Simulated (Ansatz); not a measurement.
The starting structures come from a database of crystals and need not be the phases stable at ambient conditions.

By PBEsol, the system below comes out a metal.

The ballistic (Sharvin) conductance counts the channels at the Fermi level: G/A = (e²/h) × channels of both spins per area.

Here is the system:

```yaml
crystal:
  lattice:
    - [4.04048, 0.00000, 0.00000]
    - [-2.02024, 3.49916, 0.00000]
    - [0.00000, 0.00000, 5.03610]
  atoms:
    - { symbol: Ba, position: [0.00000, 0.00000, 0.00000] }
    - { symbol: Si, position: [0.66667, 0.33333, 0.50000] }
    - { symbol: Si, position: [0.33333, 0.66667, 0.50000] }
```

Space group of this cell: P6/mmm. The cell is strained (all lengths scaled by 0.98); by PBEsol its mean pressure is 1.3 GPa.

The current flows along the normal of the first two printed cell vectors, the (001) plane of the conventional cell. No spin-orbit coupling; the value is a mean over 0.1 eV about the Fermi level.

Give the ballistic conductance per area that PBEsol (Ansatz, a quantum-chemistry and plane-wave program) yields.

0.36 × 10¹⁵ S/m² for both spins.
